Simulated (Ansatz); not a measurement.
Base system: CuI in the wurtzite structure (space group P6_3mc, No. 186; a = 4.1870 Å, c = 6.8978 Å). Axes: x lies along a and z along c of the hexagonal cell.

Levels (all Ansatz, an electronic-structure program, PAW): PBEsol (420 eV, spin-orbit coupling left out); HSE06 (420 eV, scalar-relativistic without spin-orbit coupling).

Its gap is 1.22 eV with PBEsol and 2.81 eV with HSE06.

Modification: uniaxial strain ε_xx = +5.81 %, all other strain components held at zero, atoms relaxed at fixed cell.

With PBEsol the gap becomes 1.04 eV.

Question: If the HSE06 correction stayed the same, what would the HSE06 gap be, and what does the HSE06 run give?

Answer: A rigid correction of +1.59 eV gives 2.63 eV. The HSE06 run gives 2.66 eV, so the two effects roughly add.

Single points use the geometry relaxed with PBEsol. Spin-orbit coupling, missing from the scalar runs, can matter with I. Whether these cells are dynamically stable was not tested. All final runs are without spin polarisation. This is not the structure that CuI has at room temperature and ambient pressure.
